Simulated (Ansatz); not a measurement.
**What uniaxial strain ε_zz = +0.50 % does to Al**

Start from Al in the fcc (Cu type) structure (space group Fm-3m, No. 225; a = 3.9839 Å; relaxed with 0.1 eV smearing). Axes: x, y, z lie along the cube axes.

Now apply this change: uniaxial strain ε_zz = +0.50 %, all other strain components held at zero, atoms relaxed at fixed cell.

Computed with LDA/PAW in Ansatz (a first-principles code), no SOC. k-mesh 28×28×28 (Γ-centred); smearing 0.1 eV (Fermi–Dirac).

```json
[
 {"quantity": "volume per atom", "base": "15.81 Å³", "changed": "15.89 Å³", "shift": "+0.08 Å³"},
 {"quantity": "shortest interatomic distance", "base": "281.7 pm", "changed": "281.7 pm", "shift": "0.0 pm"},
 {"quantity": "energy relative to the base (free energy F)", "base": "0 meV/atom", "changed": "+0.1 meV/atom", "shift": "+0.1 meV/atom"},
 {"quantity": "pressure (mean of the normal stresses, compression positive)", "base": "0.0 GPa", "changed": "-0.4 GPa", "shift": "-0.4 GPa"},
 {"quantity": "band gap", "base": "zero", "changed": "zero", "shift": "–"},
 {"quantity": "stress (xx, yy, zz, yz, xz, xy; compression positive)", "base": "–", "changed": "(-0.3, -0.3, -0.6, 0.0, 0.0, 0.0) GPa", "shift": "–"}
]
```

Final structure:

```
Al
1.0
    0.00000     1.99194     2.00190
    1.99194     0.00000     2.00190
    1.99194     1.99194     0.00000
Al
1
Cartesian
  0.00000   0.00000   0.00000
```

No phonon test of stability was made.
